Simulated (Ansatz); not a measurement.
## Li interstitial in zinc-blende BN

Level of theory: PBE, PAW (plane waves to 420 eV; Ansatz, a quantum-chemistry and plane-wave program). The supercell holds 64 host sites (2×2×2 repeats of the unit cell), with a 2×2×2 shifted k-point sampling for the final energies. Site at the start: void with 4N nearest. Finite-size correction: monopole term and site-potential alignment. Dielectric constants: PBE linear response of the host. Host gap at this level: 4.46 eV. A cell of this size leaves errors of a few tenths of an eV. The semilocal functional narrows the gap, so deep levels can fall outside it. Spin–orbit coupling is left out. Each state is the lowest found from its start.

Formation energies E_f are given with the Fermi level at the valence-band maximum. Chemical conditions: B-rich (Δμ(Li) = -0.33 eV, bounded by LiB (P6_3/mmc); only phases computed here count, gases as isolated molecules at 0 K). Reference phases: Li: bcc Li.

The name describes the start; the neighbours show where the added atom ended.

| charge | moment (μB) | largest move off a lattice site (Å) | neighbours of the added atom at the end (Å) | image correction with alignment (eV) | E_f, B-rich (eV) |
|---|---|---|---|---|---|
| +1 | not spin-polarised | 0.09 | N 1.62, N 1.62, N 1.62, N 1.62 | 0.51 | 2.79 |
| 0* | 1.0 | 0.10 | N 1.62, N 1.63, N 1.63, N 1.63 | – | – |

* At this level the carrier isn't localised at the defect: at charge 0 electrons occupy the conduction band. Such a state is shallow or no state of the defect, and this cell gives it no level.

Flagged in the runs: a doubtful potential alignment.
